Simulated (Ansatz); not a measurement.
Results of PBEsol (PAW; Ansatz, an electronic-structure program) for SrTaNO₂ (Ama2, No. 40, 20 atoms in the cell; start mp-2583419).

Run with plane-wave cutoff 520 eV, 4×6×6 k mesh (along the axes of the cell as run), Fermi–Dirac smearing 0.01 eV, scalar-relativistic PAW data made under PBE.

Cell (relaxed at this level):

```yaml
crystal:
  lattice:
    - [8.00143, 0.00000, 0.00000]
    - [0.00000, 4.06715, 3.96692]
    - [0.00000, -4.06715, 3.96692]
  atoms:
    - { symbol: Sr, position: [0.75000, 0.99152, 0.99820] }
    - { symbol: Sr, position: [0.25000, 0.99820, 0.99152] }
    - { symbol: Sr, position: [0.75000, 0.48624, 0.49376] }
    - { symbol: Sr, position: [0.25000, 0.49376, 0.48624] }
    - { symbol: Ta, position: [0.99260, 0.98846, 0.50309] }
    - { symbol: Ta, position: [0.00740, 0.50309, 0.98846] }
    - { symbol: Ta, position: [0.50740, 0.98846, 0.50309] }
    - { symbol: Ta, position: [0.49260, 0.50309, 0.98846] }
    - { symbol: N, position: [0.25000, 0.45637, 0.96911] }
    - { symbol: N, position: [0.75000, 0.96911, 0.45637] }
    - { symbol: N, position: [0.00000, 0.74434, 0.74434] }
    - { symbol: N, position: [0.50000, 0.74434, 0.74434] }
    - { symbol: O, position: [0.25000, 0.05387, 0.53769] }
    - { symbol: O, position: [0.75000, 0.53769, 0.05387] }
    - { symbol: O, position: [0.54193, 0.24157, 0.76266] }
    - { symbol: O, position: [0.45807, 0.76266, 0.24157] }
    - { symbol: O, position: [0.95807, 0.24157, 0.76266] }
    - { symbol: O, position: [0.04193, 0.76266, 0.24157] }
    - { symbol: O, position: [0.00000, 0.26670, 0.26670] }
    - { symbol: O, position: [0.50000, 0.26670, 0.26670] }
```

**Question.** Predict the band gap.

**Answer.** 
- band gap: 1.15 eV (on the SCF k mesh)

Note: the relaxation could not lower the start's symmetry, so the cell can be a saddle point above a distorted one.

Spin–orbit coupling is not included.

Static lattice: no zero-point or thermal effects.

It cost around 25 core-minutes (rough) of CPU time.

A start named mp-… is a Materials Project structure, which need not be a measured phase.
